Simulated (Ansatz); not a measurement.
A 16-atom cell of (Ru,Os) started in the hexagonal close-packed structure, site fractions Ru 0.250, Os 0.750, short-range order -0.06 among the nearest mixed sites (0 is random, a negative value favours unlike neighbours), space group P1 at the end. The mixed sublattice has 16 sites.

The mixing enthalpy is taken against the end members in the hexagonal close-packed type, relaxed in the same cell and mesh.

Calculation: r2SCAN (plane waves to 500 eV, PAW; Ansatz, a program for electronic structure). Scalar-relativistic, without spin–orbit coupling; the runs are not spin-polarised. Its k-point mesh 6×6×6, Fermi–Dirac width 0.05 eV.

```csv
cell,energy at zero smearing (eV)
Ru,-94251.282
Os,-182362.141
Os3Ru,-160334.519
```

Question: Work out the mixing enthalpy per mixed site and the interaction parameter Ω of a regular solution.

Answer: With x = 12/16 of the second end member, ΔH = [-160334.519 − 4/16 × (-94251.282) − 12/16 × (-182362.141)] / 16 = -5.8 meV against the separate end members. Ω = ΔH / x(1 − x) = -31 meV.
